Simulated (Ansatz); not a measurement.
**Worked example: self-consistent single point of K2TlCuF6 (Fm-3m, 10 atoms in the cell) in Ansatz (a first-principles code)**

Level of theory: PBEsol, default PAW files made with PBE (plane waves; Ansatz).

This input was run:

Ansatz 0.2 input:
```yaml
crystal:
  lattice:
    - [0.00000000, 4.37481000, 4.37481000]
    - [4.37481000, 0.00000000, 4.37481000]
    - [4.37481000, 4.37481000, 0.00000000]
  atoms:
    - { symbol: K, position: [0.25000000, 0.25000000, 0.25000000] }
    - { symbol: K, position: [0.75000000, 0.75000000, 0.75000000] }
    - { symbol: Tl, position: [0.00000000, 0.00000000, 0.00000000] }
    - { symbol: Cu, position: [0.50000000, 0.50000000, 0.50000000] }
    - { symbol: F, position: [0.26499000, 0.26499000, 0.73501000] }
    - { symbol: F, position: [0.73501000, 0.73501000, 0.26499000] }
    - { symbol: F, position: [0.73501000, 0.26499000, 0.26499000] }
    - { symbol: F, position: [0.26499000, 0.73501000, 0.73501000] }
    - { symbol: F, position: [0.26499000, 0.73501000, 0.26499000] }
    - { symbol: F, position: [0.73501000, 0.26499000, 0.73501000] }
basis:
  ecutwfc: 30.9 Ry
kpoints:
  mp_grid: { grid: [7, 7, 7] }
hamiltonian:
  xc: pbesol
  pseudopotentials: { kind: paw }
scf:
  occupations: { method: fermi_dirac, width: 0.0073 Ry }
output:
  forces: true
  eigenvalues: true
  stress: true
```

Output, abridged:

```
WARN ansatz: RAYON_NUM_THREADS=1 ignored (pool sized by the plan → 1); use --threads N
Pseudopotentials: kind: paw
Pseudopotential: K, paw, valence charge 9
Pseudopotential: Tl, paw, valence charge 13
Pseudopotential: Cu, paw, valence charge 19
Pseudopotential: F, paw, valence charge 7
Crystal: 10 atoms, lattice volume = 167.459 Å³
Basis set: ecut = 420.4159175005146 eV, 3287 PW (Γ), exchange–correlation on 90×90×90 points (8 copies of the dense FFT grid, shifted against one another)
Bands: 56, of which v1, the nominal top of the filled ones, is band 46 counted from 1 (45 counted from 0)
Symmetry: 48 space group operations
Space group: Fm-3m (ITA 225), of the structure as read, at distance tolerance 5.5e-5 Å
k-points: 20 of 343
PAW frozen core: K, regenerated for the run's functional, and the local potential with it
PAW frozen core: Tl, regenerated for the run's functional, and the local potential with it
PAW frozen core: Cu, regenerated for the run's functional, and the local potential with it
PAW frozen core: F, regenerated for the run's functional, and the local potential with it
Initial density: superposition of atomic densities (neutral atoms: chi_scale 0, normalization atom), corrected by the library's trained network
Initial wavefunctions: pseudopotential atomic-orbital guess
Eigensolver: davidson
Functional: x = pbesol(κ = 0.804, μ = 0.12345679012345678), c = pbesol(β = 0.046)
SCF iter   1: F=—  HF=-25723.372521 eV  |F-HF|=—  |Δ(HF+E_count)|=         —  Δρ=1.38e-2  dr2=2.27e-1  ethr=1.77e-3  ⟨swp⟩=6.0  Hψ=4296  notcnv=0  defer=49
all-band conjugate gradients solve this SCF's bands
preconditioner: auto → LDOS
SCF iter   2: F=—  HF=-25723.403349 eV  |F-HF|=—  |Δ(HF+E_count)|=   3.08e-2  Δρ=2.10e-2  dr2=4.55e-1  ethr=2.46e-4  ⟨swp⟩=2.0  Hψ=2326  notcnv=0  defer=74  recentre
SCF iter   3: F=—  HF=-25723.313120 eV  |F-HF|=—  |Δ(HF+E_count)|=   9.02e-2  Δρ=2.14e-3  dr2=6.06e-3  ethr=2.46e-4  ⟨swp⟩=2.0  Hψ=2068  notcnv=0  defer=74
SCF iter   4: F=—  HF=-25723.313374 eV  |F-HF|=—  |Δ(HF+E_count)|=   2.54e-4  Δρ=2.66e-3  dr2=9.84e-3  ethr=6.59e-6  ⟨swp⟩=2.0  Hψ=1996  notcnv=0  defer=73
SCF iter   5: F=—  HF=-25723.312671 eV  |F-HF|=—  |Δ(HF+E_count)|=   7.02e-4  Δρ=5.30e-4  dr2=3.26e-4  ethr=6.59e-6  ⟨swp⟩=2.0  Hψ=1107  notcnv=0  defer=73
SCF iter   6: F=—  HF=-25723.312632 eV  |F-HF|=—  |Δ(HF+E_count)|=   3.94e-5  Δρ=8.52e-5  dr2=9.61e-6  ethr=3.54e-7  ⟨swp⟩=2.0  Hψ=1395  notcnv=0  defer=68
SCF iter   7: F=—  HF=-25723.312777 eV  |F-HF|=—  |Δ(HF+E_count)|=   1.46e-4  Δρ=3.12e-5  dr2=1.46e-6  ethr=1.04e-8  ⟨swp⟩=1.1  Hψ=1050  notcnv=0  defer=68
SCF iter   8: F=—  HF=-25723.312777 eV  |F-HF|=—  |Δ(HF+E_count)|=   7.71e-8  Δρ=1.55e-5  dr2=3.16e-7  ethr=1.59e-9  ⟨swp⟩=1.0  Hψ=1049  notcnv=0  defer=68
SCF iter   9: F=-25723.312777 eV  HF=-25723.312777 eV  |F-HF|=7.73e-9  |Δ(HF+E_count)|=   3.08e-8  Δρ=2.35e-6  dr2=7.69e-9  ethr=1.09e-10  ⟨swp⟩=10.8  Hψ=4700  notcnv=0
SCF 1 converged in 9 iterations: F = -25723.312777 eV  dr2 = 7.69e-9
SCF converged after 9 iterations
Free energy (F): -25723.312777 eV
Harris-Foulkes:  -25723.312777 eV  (|F-HF|=7.73e-9)
Internal energy: -25723.226404 eV  (E = F + TS)
E sigma→0 (E₀):  -25723.269591 eV
Entropy (-TS):   -0.086373 eV (-8.637 meV/atom)
Fermi energy:    4.850396 eV
--- Per-component energies (eV) ---
  E_band       = -986.552401
  E_kinetic    = 2371.371590
  E_local      = -12219.856849  (includes V_loc(G=0)·N_el)
  E_nonlocal   = 1190.079586
  E_hartree    = 5024.361775
  E_xc         = -1049.976676
  E_vxc        = -1184.931704  (∫ρ·V_xc dr)
  E_paw        = -14338.306510  (= ΣΔE_a)
  E_vpaw       = -1191.942558  (= ΣTr[D̂ρ^β])
  E_aug_tail   = 0.012468  (compensation charges beyond the density's cutoff)
  E_ewald      = -6701.626681
  E_core_change = 0.714893  (= ΣΔE_core)
  E_smearing   = -0.086373  (= −TS)
  E_closure    = -0.000000  (closes the sum)
  Σ components = -25723.312777   (vs F -25723.312777, Δ=0.00e0)
--- Forces (eV/Å), atoms counted from 1 ---
  atom   1  K      0.00000000    -0.00000000     0.00000000
  atom   2  K      0.00000000    -0.00000000    -0.00000000
  atom   3  Tl     0.00000000    -0.00000000    -0.00000000
  atom   4  Cu     0.00000000     0.00000000     0.00000000
  atom   5  F      0.00000000    -0.00000000     0.14188887
  atom   6  F      0.00000000    -0.00000000    -0.14188887
  atom   7  F      0.14188887    -0.00000000    -0.00000000
  atom   8  F     -0.14188887     0.00000000     0.00000000
  atom   9  F      0.00000000     0.14188887     0.00000000
  atom  10  F     -0.00000000    -0.14188887     0.00000000
  max |Σ_I F_I| component: 5.55e-17 eV/Å
--- Stress (GPa, compression-positive) ---
       -2.847892      -0.000000      -0.000000
       -0.000000      -2.847892      -0.000000
        0.000000       0.000000      -2.847892
  P = ⅓ Tr σ = -2.8479 GPa (-28.479 kbar)
  The stress holds the Pulay correction. Without it, at fixed plane waves, as pw.x and ABINIT print it: P = -3.3270 GPa
--- Band table (eV; the first three rows and the last of 20) ---
  k-point 0: bands = ["-106.3296", "-63.8742", "-63.8742", "-63.8742", "-24.1634", "-24.1490", "-17.7375", "-17.4066", "-17.4066", "-17.4066", "-17.3498", "-17.3498", "-7.7699", "-7.7699", "-7.7699", "-7.6929", "-7.6929", "-7.6929", "-5.5538", [...]
  k-point 1: bands = ["-106.3296", "-63.8742", "-63.8742", "-63.8742", "-24.1625", "-24.1496", "-17.7245", "-17.4232", "-17.4086", "-17.4086", "-17.3482", "-17.3482", "-7.7638", "-7.7638", "-7.7570", "-7.6945", "-7.6945", "-7.6900", "-5.5553", [...]
  k-point 2: bands = ["-106.3296", "-63.8742", "-63.8742", "-63.8742", "-24.1602", "-24.1513", "-17.6882", "-17.4673", "-17.4126", "-17.4126", "-17.3447", "-17.3447", "-7.7480", "-7.7480", "-7.7267", "-7.7000", "-7.7000", "-7.6841", "-5.5588", [...]
  k-point 19: bands = ["-106.3296", "-63.8742", "-63.8742", "-63.8742", "-24.1555", "-24.1549", "-17.6374", "-17.5016", "-17.4134", "-17.4108", "-17.3774", "-17.3431", "-7.7272", "-7.7228", "-7.7127", "-7.7032", "-7.6764", "-7.6699", "-5.6118", [...]
```

The run converged in 9 iterations.

The starting cell comes from a database of computed structures (which also holds hypothetical and non-ambient phases and stackings), without a prior relaxation at this level. Spin-orbit coupling is off. Spin polarisation is off, so a magnetic state, if there is one, cannot be reached. Ansatz's pressure includes its estimate of the finite-basis (Pulay) stress. The run gives no clean gap (levels at the Fermi energy touch, overlap or are partly filled at this smearing), which alone does not show that the compound is a metal.
